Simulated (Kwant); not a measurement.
Model system: Aharonov-Bohm ring in a Si two-dimensional gas. Effective mass 0.19 mₑ, grid spacing 5 nm, hard walls, nominal width 60 nm (11 grid rows, so walls 60 nm apart), one parabolic valley, scattering region 330 nm long along x; energies count from the band bottom; Fermi energy 0.00173 eV. Ring of mean radius 77 nm, arms as wide as the leads. Perpendicular field swept from 0 to 1.3 T, none in the leads; orbital effect alone.

Constants are typed, rounded textbook-type inputs, not results; the design itself was drawn at random and stands for no fabricated device.

Kwant, effective-mass tight-binding model on a square grid, one spin, coherent transport at 0 K. Conductance is in e²/h.

Density of the scattering states that come in from the left lead, at field = 0.6573 T, in bins, relative to the largest site value (x marks bins outside the device):

```
|xxxxxxxxxxxxxxxxx0000000000xxxxxxxxxxxxxxxxx|
|xxxxxxxxxxxxxx0000000111000000xxxxxxxxxxxxxx|
|xxxxxxxxxxxx00000000011100000000xxxxxxxxxxxx|
|xxxxxxxxxxx00000111000110011100000xxxxxxxxxx|
|xxxxxxxxxx001100111000000011100000xxxxxxxxxx|
|xxxxxxxxx01232100110000000110001100xxxxxxxxx|
|xxxxxxxx001221000000xxxx000000122100xxxxxxxx|
|xxxxxxxx0110000000xxxxxxxx0000111100xxxxxxxx|
|00000001100012100xxxxxxxxxx00010000000000000|
|0221002320025641xxxxxxxxxxxx0122100000000000|
|1443003430049951xxxxxxxxxxxx0134321100011111|
|1453113430048951xxxxxxxxxxxx0133321111111111|
|1332112320025530xxxxxxxxxxxx0011110001111110|
|00100001100001000xxxxxxxxxx00000000000000000|
|xxxxxxxx0011100000xxxxxxxx0000122100xxxxxxxx|
|xxxxxxxx012442100000xxxx000001244200xxxxxxxx|
|xxxxxxxxx01343000110000000110012310xxxxxxxxx|
|xxxxxxxxxx012100121000000122100110xxxxxxxxxx|
|xxxxxxxxxxx00001221001110012210000xxxxxxxxxx|
|xxxxxxxxxxxx00011100123200011000xxxxxxxxxxxx|
|xxxxxxxxxxxxxx0000001232100000xxxxxxxxxxxxxx|
|xxxxxxxxxxxxxxxxx0000010000xxxxxxxxxxxxxxxxx|
```
Scale: ten equal steps from 0.000 (start of '0') to 0.904 (end of '9'), in the order '0123456789'; x runs from -156 to 156, y from -100 (bottom) to 100 (top).

The conductance there is 0.59 e²/h with 1 open channel(s) in the leads.
